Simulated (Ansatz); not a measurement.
BaTiO3, pressure series

Base system: BaTiO₃ in the cubic perovskite structure (space group Pm-3m, No. 221; a = 4.019 Å).

Cell and atoms are relaxed at each pressure.

Calculations: Ansatz (a quantum-chemistry and plane-wave program) PBE, spin-orbit coupling left out.

Candidates:
(a) pressure 15 GPa
(b) pressure 50 GPa
(c) pressure 3 GPa

For the base:

```
Property   Result
--------  -------
Band gap  1.78 eV
```

Problem. Order them by band gap, highest first.

Solution. (b) pressure 50 GPa (2.02 eV), (a) pressure 15 GPa (1.95 eV), (c) pressure 3 GPa (1.82 eV)

Load acts through the strain it causes; cell and atoms are relaxed under it. Stability against distortions was not tested. Competing high-pressure phases were not computed. The final runs are not spin-polarised. Many cubic perovskites are stable only at high temperature; tilts and polar distortions were not tested. This is not the structure that BaTiO3 has at room temperature and ambient pressure.
